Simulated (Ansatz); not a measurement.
Reference: BaF$_{2}$ (Fm-3m), PBEsol, rigid bands (plane waves, PAW, scalar-relativistic; Ansatz, a quantum-chemistry and plane-wave program); axes and stresses refer to this cell.

```xyz
3
Lattice="0.0000 3.0687 3.0687 3.0687 0.0000 3.0687 3.0687 3.0687 0.0000" Properties=species:S:1:pos:R:3 pbc="T T T"
Ba     0.0000     0.0000     0.0000
F      1.5344     1.5344     1.5344
F      4.6031     4.6031     4.6031
```

* **electron conductivity mass**: 0.49 mₑ
* **Seebeck coefficient, n-type 1e19 cm⁻³**: -210 μV/K
* **band gap**: 6.83 eV

Task: Change: functional PBE, cell relaxed with it. What happens to electron conductivity mass, Seebeck coefficient, n-type 1e19 cm⁻³, band gap?

Result: electron conductivity mass moves little, to 0.50 mₑ; Seebeck coefficient, n-type 1e19 cm⁻³ moves little, to -212 μV/K; band gap moves little, to 6.73 eV.

Masses are for dilute carriers at 300 K, harmonic means over directions unless an axis is named. Seebeck coefficients are for the stated density at 300 K, with one relaxation time for all states and whether or not that doping can be reached. Spin-orbit coupling is left out unless a row names it.
